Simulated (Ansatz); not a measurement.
A computed series for BP: pressure series

Consider BP in the zinc blende structure (space group F-43m, No. 216; a = 4.548 Å).

Cell and atoms are relaxed at each pressure.

Level of theory: PBE (Ansatz, a quantum-chemistry and plane-wave program; PAW; 420 eV plane waves; no SOC), earlier PAW set.

```
pressure (GPa)  volume per atom (Å³/atom)
--------------  -------------------------
-2                                 11.910
-1                                      ?
0                                  11.761
1.8                                11.634
4.2                                11.473
9                                  11.182
18                                 10.715
30                                 10.206
45                                  9.693
```

### Question
Fit the third-order Birch–Murnaghan form P(V) = (3B₀/2)[(V₀/V)^(7/3) − (V₀/V)^(5/3)]·[1 + (3/4)(B₀′ − 4)((V₀/V)^(2/3) − 1)] (squares taken in P) to the rows shown and predict the withheld row.

### Answer
Least squares on the printed values gives V₀ = 11.761 Å³/atom, B₀ = 163 GPa, B₀′ = 3.7; this predicts 11.834 Å³/atom, and the run gives 11.834 Å³/atom, in agreement.

Measured bulk modulus of BP: 176.5 GPa (static lattice; corrected from measurement; as listed in Tamar Goldzak et al., The Journal of Chemical Physics (2022)); the computed value is 8 % below it.

Load acts through the strain it causes; cell and atoms are relaxed under it. Stability against distortions was not tested. No other phases were tried under pressure.
